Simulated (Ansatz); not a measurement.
A computed series for BAs: response to strain

Consider BAs in the zinc blende structure (space group F-43m, No. 216).

```xyz
2
Lattice="0.0000 2.3920 2.3920 2.3920 0.0000 2.3920 2.3920 2.3920 0.0000" Properties=species:S:1:pos:R:3 pbc="T T T"
As     1.1960     1.1960     1.1960
B      0.0000     0.0000     0.0000
```

Cartesian axes are those of the cell as printed.

Strains are applied to the cell and any free atomic positions relax; under biaxial strain the out-of-plane vector relaxes too; under stress the whole cell relaxes.

Method: DFT with r2SCAN, PAW potentials and a 500 eV plane-wave cutoff in Ansatz (a first-principles code), no SOC.

Candidates:
(a) uniaxial strain ε_xx = +1.28 %
(b) biaxial strain +2.27 %, plane normal [110], relaxed out of plane
(c) uniaxial stress, 8 GPa compression along x
(d) uniaxial stress, 2 GPa tension along z

Notes on the quantities. energy relative to the base: free energy F.

Question: Order them by energy relative to the base, lowest first.

Answer: (d) uniaxial stress, 2 GPa tension along z (+0.6 meV/atom), (a) uniaxial strain ε_xx = +1.28 % (+2.0 meV/atom), (c) uniaxial stress, 8 GPa compression along x (+11 meV/atom), (b) biaxial strain +2.27 %, plane normal [110], relaxed out of plane (+15 meV/atom)

A biaxial case was relaxed in a doubled cell and then solved in the primitive one. Beyond what the load breaks, stability against distortions was not tested.
